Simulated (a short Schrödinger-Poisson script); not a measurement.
Stack: MOS inversion layer, Al2O3 on p-type Si(110), at 300 K.

From the gate side: 4.4 nm Al2O3; 1200 nm Si, acceptors 1.3e17 cm⁻³.

The device is made up for the run: typed textbook-type constants, with dimensions and the other settings drawn at random. Al2O3: permittivity 9, conduction-band edge (eV) 2.7, gap (eV) 6.8, electron mass (mₑ) 0.3. Si: permittivity 11.7, conduction-band edge (eV) 0, gap (eV) 1.124, Nv at 300 K (cm⁻³) 3.1e19.

Channel valleys (confinement mass, in-plane density-of-states mass, number): Δ4 0.315, 0.324, 4; Δ2 0.19, 0.417, 2. At the gate the conduction-band edge of layer 1 lies 3.24 eV − eVg above the Fermi level of the channel; the field vanishes at the back. Gaps are held at their typed values at every temperature. Mesh 0.03 nm at interfaces.

Solved with a short Schrödinger-Poisson script written for these runs: 1D Poisson equation in equilibrium, electrons quantum, Hartree (BenDaniel-Duke, 12 states a valley, the channel's in-plane mass for all, wave functions free to enter the dielectric), parabolic valleys, classical holes, full ionisation, no traps, pinning or gate leakage.

| Vg (V) | electrons (cm⁻²) | C (μF/cm²) | Δ4 E0 (meV from the Fermi level) | Δ2 E0 (meV from the Fermi level) |
|---|---|---|---|---|
| 0.5 | 4.62e9 | 0.132 | 218.9 | 230.8 |
| 0.6 | 1.03e11 | 0.476 | 138.2 | 150.7 |
| 0.7 | 5.47e11 | 0.973 | 94.1 | 107.6 |
| 0.8 | 1.22e12 | 1.17 | 72.4 | 87.2 |
| 0.9 | 1.98e12 | 1.27 | 58.8 | 74.9 |
| 1 | 2.78e12 | 1.33 | 48.9 | 66.2 |
| 1.1 | 3.62e12 | 1.37 | 41.1 | 59.6 |
| 1.2 | 4.49e12 | 1.40 | 34.6 | 54.2 |
| 1.3 | 5.37e12 | 1.42 | 29.0 | 49.7 |
| 1.4 | 6.27e12 | 1.45 | 24.1 | 45.7 |
| 1.5 | 7.17e12 | 1.46 | 19.8 | 42.3 |
| 1.6 | 8.09e12 | 1.48 | 15.8 | 39.2 |
| 1.7 | 9.02e12 | 1.49 | 12.1 | 36.3 |
| 1.8 | 9.95e12 | 1.50 | 8.7 | 33.7 |
| 1.9 | 1.09e13 | 1.51 | 5.4 | 31.3 |
| 2 | 1.18e13 | 1.52 | 2.4 | 29.0 |
| 2.1 | 1.28e13 | 1.53 | -0.4 | 26.8 |

Gate voltages with under 1e9 electrons/cm² are left out.

Question: At Vg = 2.1 V the lowest Δ4 subband lies at -0.4 meV from the Fermi level. How many electrons does it hold, and what share of all?

Answer: The two-dimensional density of states is g m/(πħ²) = 5.41e11 cm⁻² meV⁻¹ (both spins), kT = 25.9 meV, so n = D kT ln(1 + exp(−E/kT)) = 9.82e12 cm⁻², 0.77 of the 1.28e13 cm⁻² in all.

Question: Compare the slope of the sheet density between 1.9 and 2.1 V with the geometric capacitance of the layers between gate and channel.

Answer: q Δn/ΔV = 1.52 μF/cm²; ε0/Σ(t/ε) = 1.81 μF/cm². The ratio is 0.84: the channel acts as a further capacitance in series.
